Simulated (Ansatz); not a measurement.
Input for fluorite-type NiSi2 (0 0 1) on Si0.5Ge0.5, ordered in pairs of (001) planes (0 0 1), Sb on 1 of 2 substrate sites at each interface (film strained to the substrate, faces as cut):

Ansatz 0.2 input:
```yaml
crystal:
  lattice:
    - [7.926507474, 0.000672399, 0.02943365]
    - [0.000304606, 3.95407968, -0.172395007]
    - [-2.203714542, -2.590332604, 28.523393777]
  atoms:
    - { symbol: Ge, position: [0.548584625, -0.07241067, 0.167604198] }
    - { symbol: Ge, position: [0.049171153, -0.069532208, 0.169749817] }
    - { symbol: Sb, position: [0.509445807, 0.285599759, 0.02024751] }
    - { symbol: Ge, position: [0.008648292, 0.283732266, 0.017397745] }
    - { symbol: Ge, position: [0.601610168, 0.122764188, 0.366702759] }
    - { symbol: Ge, position: [0.101344799, 0.113979385, 0.365420467] }
    - { symbol: Ge, position: [0.562649034, 0.477867655, 0.219744478] }
    - { symbol: Ge, position: [0.063131879, 0.480584527, 0.221445165] }
    - { symbol: Sb, position: [0.663633977, 0.122708238, 0.565324852] }
    - { symbol: Ge, position: [0.163506364, 0.250603692, 0.564642044] }
    - { symbol: Ge, position: [0.615255865, 0.673621873, 0.418713902] }
    - { symbol: Ge, position: [0.114827488, 0.662816915, 0.41722972] }
    - { symbol: Si, position: [0.790497365, 0.335757217, 0.0724668] }
    - { symbol: Si, position: [0.256017678, 0.335810819, 0.072444566] }
    - { symbol: Si, position: [0.282384846, -0.118873391, 0.11928108] }
    - { symbol: Si, position: [0.789216929, -0.118960314, 0.119303193] }
    - { symbol: Si, position: [0.824223542, 0.527178978, 0.269855964] }
    - { symbol: Si, position: [0.327681664, 0.526822514, 0.269863452] }
    - { symbol: Si, position: [0.340006221, 0.072197314, 0.316819868] }
    - { symbol: Si, position: [0.836859612, 0.072557105, 0.316826827] }
    - { symbol: Si, position: [0.880728469, 0.727531585, 0.467323073] }
    - { symbol: Si, position: [0.375312718, 0.728709059, 0.467332111] }
    - { symbol: Si, position: [0.392780587, 0.274515165, 0.514560092] }
    - { symbol: Si, position: [0.905503143, 0.273813679, 0.514521194] }
    - { symbol: Ni, position: [0.946499677, 0.557221681, 0.784120255] }
    - { symbol: Ni, position: [0.447378123, 0.556704206, 0.784675339] }
    - { symbol: Ni, position: [0.172610612, 0.974682952, 0.693802072] }
    - { symbol: Ni, position: [0.671680327, 0.974324236, 0.693573104] }
    - { symbol: Ni, position: [0.994794217, 0.733492925, 0.965569469] }
    - { symbol: Ni, position: [0.494094389, 0.730023621, 0.96282258] }
    - { symbol: Ni, position: [0.218932403, 0.145092328, 0.874470042] }
    - { symbol: Ni, position: [0.722612595, 0.145410125, 0.874500888] }
    - { symbol: Si, position: [0.685587289, 0.516574824, 0.738527145] }
    - { symbol: Si, position: [0.186316576, 0.518010895, 0.738952922] }
    - { symbol: Si, position: [0.932493253, 1.013229178, 0.737969166] }
    - { symbol: Si, position: [0.4325441, 1.012135138, 0.738003734] }
    - { symbol: Si, position: [0.900724566, 0.920897795, 0.646113837] }
    - { symbol: Si, position: [0.395240863, 0.933783062, 0.644903746] }
    - { symbol: Si, position: [0.583810655, 0.439708778, 0.646457635] }
    - { symbol: Si, position: [0.088193884, 0.4246576, 0.644702406] }
    - { symbol: Si, position: [0.736661651, 0.692653544, 0.923633233] }
    - { symbol: Si, position: [0.230736606, 0.69248706, 0.923713613] }
    - { symbol: Si, position: [0.983371833, 0.191821751, 0.922679479] }
    - { symbol: Si, position: [0.482769387, 0.188403751, 0.919867506] }
    - { symbol: Si, position: [0.95868457, 0.101173562, 0.829408845] }
    - { symbol: Si, position: [0.459122409, 0.100422859, 0.829450762] }
    - { symbol: Si, position: [0.709923455, 0.602890608, 0.830633767] }
    - { symbol: Si, position: [0.207938536, 0.60279456, 0.830608372] }
basis:
  ecutwfc: 500
  ecutrho_ratio: 4
  xc_grid: 4
kpoints:
  mp_grid: { grid: [4, 7, 1] }
hamiltonian:
  xc: r2scan
  dispersion: none
  pseudopotentials: { kind: paw }
scf:
  n_extra_bands: 53
  occupations: { method: fermi_dirac, width: 0.05 }
  convergence: { dr2_threshold: 0.000000001 }
output:
  eigenvalues: true
```

Method: r2SCAN (plane waves to 500 eV, PAW; Ansatz, a first-principles code). No spin–orbit coupling; the runs are not spin-polarised. Its k-point mesh 4×7×1, Fermi–Dirac width 0.05 eV.

**Question.** What does the end of the output print (band table and long remarks left out, numbers rounded to eight decimals)?

**Answer.** 
```
SCF converged after 33 iterations
Free energy (F): -120686.516385 eV
Harris-Foulkes:  -120686.516385 eV  (|F-HF|=3.93e-10)
Internal energy: -120686.454691 eV  (E = F + TS)
E sigma→0 (E₀):  -120686.485538 eV
Entropy (-TS):   -0.061693 eV (-1.285 meV/atom)
Fermi energy:    8.827790 eV
--- Per-component energies (eV) ---
  E_band       = -5471.955959
  E_kinetic    = 4927.929926
  E_local      = -107996.747574  (includes V_loc(G=0)·N_el)
  E_nonlocal   = 10692.660636
  E_hartree    = 49376.711973
  E_xc         = -3027.450188
  E_vxc        = -3236.050831  (∫ρ·V_xc dr)
  E_paw        = -57224.268617  (= ΣΔE_a)
  E_vpaw       = -8794.740251  (= ΣTr[D̂ρ^β])
  E_aug_tail   = 0.002214  (compensation charges beyond the density's cutoff)
  E_vtau       = 181.566063  (kinetic-family band-sum trace: ∫τ·v_τ [+ j·A + Jᵃ·Aᵃ] dr)
  E_ewald      = -17420.906805
  E_core_change = -14.386256  (= ΣΔE_core)
  E_smearing   = -0.061693  (= −TS)
  E_closure    = 0.000000  (closes the sum)
  Σ components = -120686.516385   (vs F -120686.516385, Δ=0.00e0)
```

Cost: very roughly 30 core-minutes.
